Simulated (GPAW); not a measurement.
## A self-consistent single point of GeRh (P2_13, 8 atoms in the cell) with GPAW

Computed with PBEsol, GPAW PAW datasets PBEsol (made by gpaw-setup) (plane waves; GPAW 25.7.0).

Input:

```python
from ase import Atoms
from ase.units import GPa
from gpaw import GPAW, PW

atoms = Atoms(['Ge', 'Ge', 'Ge', 'Ge', 'Rh', 'Rh', 'Rh', 'Rh'],
              cell=[[4.908390, 0.000000, 0.000000],
                    [0.000000, 4.908390, 0.000000],
                    [0.000000, 0.000000, 4.908390]],
              scaled_positions=[[0.166280, 0.333720, 0.666280],
                                [0.333720, 0.666280, 0.166280],
                                [0.666280, 0.166280, 0.333720],
                                [0.833720, 0.833720, 0.833720],
                                [0.882210, 0.617790, 0.382210],
                                [0.617790, 0.382210, 0.882210],
                                [0.382210, 0.882210, 0.617790],
                                [0.117790, 0.117790, 0.117790]],
              pbc=True)

calc = GPAW(mode=PW(550),
            xc='PBEsol',
            kpts=(5, 5, 5),
            occupations={'name': 'methfessel-paxton', 'width': 0.272, 'order': 1},
            nbands=-12,
            symmetry={'symmorphic': False, 'tolerance': 0.0005},
            maxiter=150)

atoms.calc = calc

energy = atoms.get_potential_energy()
print('Energy (eV):', round(energy, 6))
forces = atoms.get_forces()
print('Forces (eV/Ang):')
print(forces.round(5))
stress = atoms.get_stress()
print('Stress (GPa, Voigt):', (stress / GPa).round(4))
```

Output, abridged:

```
Input parameters:
  kpts: [5 5 5]
  maxiter: 150
  mode: {ecut: 550.0,
         name: pw}
  nbands: -12
  occupations: {name: methfessel-paxton,
                order: 1,
                width: 0.272}
  symmetry: {symmorphic: False,
             tolerance: 0.0005}
  xc: PBEsol

species:
  Ge:
    name: Germanium
    Z: 32.0
    valence: 4
    core: 28
    charge: 0.0
    file: Ge.PBEsol.gz

    # Using partial waves for Ge as LCAO basis

  Rh:
    name: Rhodium
    Z: 45.0
    valence: 15
    core: 30
    charge: 0.0
    file: Rh.PBEsol.gz

    # Using partial waves for Rh as LCAO basis

Reference energy: -748501.685537  # eV

Spin-paired calculation

Convergence criteria:
 Maximum [total energy] change in last 3 cyles: 0.0005 eV / valence electron
 Maximum integral of absolute [dens]ity change: 0.0001 electrons / valence electron
 Maximum integral of absolute [eigenst]ate change: 4e-08 eV^2 / valence electron
 Maximum number of scf [iter]ations: 150

Symmetries present (total): 12
Symmetries with fractional translations: 9
125 k-points: 5 x 5 x 5 Monkhorst-Pack grid
11 k-points in the irreducible part of the Brillouin zone
       k-points in crystal coordinates                weights
   0:     0.00000000    0.00000000    0.00000000          1/125
   1:     0.20000000    0.00000000    0.00000000          6/125
   2:     0.20000000    0.20000000    0.00000000         12/125
   [... 8 lines left out ...]

Wave functions: Plane wave expansion
  Cutoff energy: 550.000 eV
  Number of coefficients (min, max): 3431, 3485
  Pulay-stress correction: 0.000000 eV/Ang^3 (de/decut=0.000000)

Occupation numbers: Methfessel-Paxton:
  width: 0.2720  # eV
  order: 1

Eigensolver

Densities:
  Coarse grid: 28*28*28 grid
  Fine grid: 56*56*56 grid
  Total Charge: 0.000000

Density mixing:
  Method: separate
  Backend: pulay
  Linear mixing parameter: 0.05
  old densities: 5
  Damping of long wavelength oscillations: 50

Hamiltonian:
  XC and Coulomb potentials evaluated on a 56*56*56 grid
  External potential:
    NoExternalPotential

XC parameters: PBEsol with 2 nearest neighbor stencil

Number of atoms: 8
Number of atomic orbitals: 64
Number of bands in calculation: 50
Number of valence electrons: 76
Bands to converge: occupied

Density initialized from atomic densities
  50 bands from LCAO basis set

Atomic positions and initial magnetic moments

Positions:
   0 Ge     0.816167    1.638028    3.270362    ( 0.0000,  0.0000,  0.0000)
   1 Ge     1.638028    3.270362    0.816167    ( 0.0000,  0.0000,  0.0000)
   2 Ge     3.270362    0.816167    1.638028    ( 0.0000,  0.0000,  0.0000)
   3 Ge     4.092223    4.092223    4.092223    ( 0.0000,  0.0000,  0.0000)
   4 Rh     4.330231    3.032354    1.876036    ( 0.0000,  0.0000,  0.0000)
   5 Rh     3.032354    1.876036    4.330231    ( 0.0000,  0.0000,  0.0000)
   6 Rh     1.876036    4.330231    3.032354    ( 0.0000,  0.0000,  0.0000)
   7 Rh     0.578159    0.578159    0.578159    ( 0.0000,  0.0000,  0.0000)

Unit cell:
           periodic     x           y           z      points  spacing
  1. axis:    yes    4.908390    0.000000    0.000000    28     0.1753
  2. axis:    yes    0.000000    4.908390    0.000000    28     0.1753
  3. axis:    yes    0.000000    0.000000    4.908390    28     0.1753

  Lengths:   4.908390   4.908390   4.908390
  Angles:   90.000000  90.000000  90.000000

Effective grid spacing dv^(1/3) = 0.1753

     iter     time        total  log10-change:
                         energy   eigst   dens
iter:   1 --:--:--   -58.211072
iter:   2 --:--:--   -58.041911   -1.13  -1.28
iter:   3 --:--:--   -57.399975   -0.96  -1.28
iter:   4 --:--:--   -57.831125   -1.08  -1.61
iter:   5 --:--:--   -56.779604   -1.57  -1.34
iter:   6 --:--:--   -56.813691   -2.24  -2.18
iter:   7 --:--:--   -56.776438c  -2.89  -2.31
iter:   8 --:--:--   -56.781069c  -3.63  -2.64
iter:   9 --:--:--   -56.779731c  -4.48  -2.77
iter:  10 --:--:--   -56.778100c  -3.63  -2.84
iter:  11 --:--:--   -56.777639c  -5.12  -3.35
iter:  12 --:--:--   -56.777652c  -6.28  -3.84
iter:  13 --:--:--   -56.777697c  -6.23  -3.82
iter:  14 --:--:--   -56.777646c  -5.78  -3.68
iter:  15 --:--:--   -56.777640c  -6.54  -3.94
iter:  16 --:--:--   -56.777631c  -6.70  -3.98
iter:  17 --:--:--   -56.777626c  -7.30  -4.19c
iter:  18 --:--:--   -56.777626c  -7.94c -4.27c

Converged after 18 iterations.

Dipole moment: (-0.000000, -0.000000, 0.000000) |e|*Ang

Energy contributions relative to reference atoms: (reference = -748501.685537)

Kinetic:        +46.188695
Potential:      -45.474619
External:        +0.000000
XC:             -57.037347
Entropy (-ST):   +0.022092
Local:           -0.469082
SIC:             +0.000000
--------------------------
Free energy:    -56.770262
Extrapolated:   -56.777626

Showing only first 2 kpts
 Kpt  Band  Eigenvalues  Occupancy
  0    36     10.50885    1.97467
  0    37     10.50885    1.97467
  0    38     10.50885    1.97467
  0    39     12.82372   -0.00000

  1    36     10.13235    2.00877
  1    37     10.40104    2.07043
  1    38     11.33422   -0.00670
  1    39     12.29811   -0.00000

Fermi level: 10.72361

No gap
No difference between direct/indirect transitions
Energy (eV): -56.777626

Forces in eV/Ang:
  0 Ge   -0.03340    0.03340   -0.03340
  1 Ge    0.03340   -0.03340   -0.03340
  2 Ge   -0.03340   -0.03340    0.03340
  3 Ge    0.03340    0.03340    0.03340
  4 Rh   -0.04149    0.04149   -0.04149
  5 Rh    0.04149   -0.04149   -0.04149
  6 Rh   -0.04149   -0.04149    0.04149
  7 Rh    0.04149    0.04149    0.04149

Stress tensor:
     0.011872    -0.000000     0.000000
    -0.000000     0.011872     0.000000
     0.000000     0.000000     0.011872
Stress (GPa, Voigt): [ 1.9021  1.9021  1.9021  0.      0.     -0.    ]
```

The run converged in 18 iterations. GPAW prints stress with tension positive.

The starting cell comes from a database of computed structures (which also holds hypothetical and non-ambient phases and stackings), without a prior relaxation at this level. Spin polarisation is off.

Cost on one core of a shared machine: roughly 70 s.
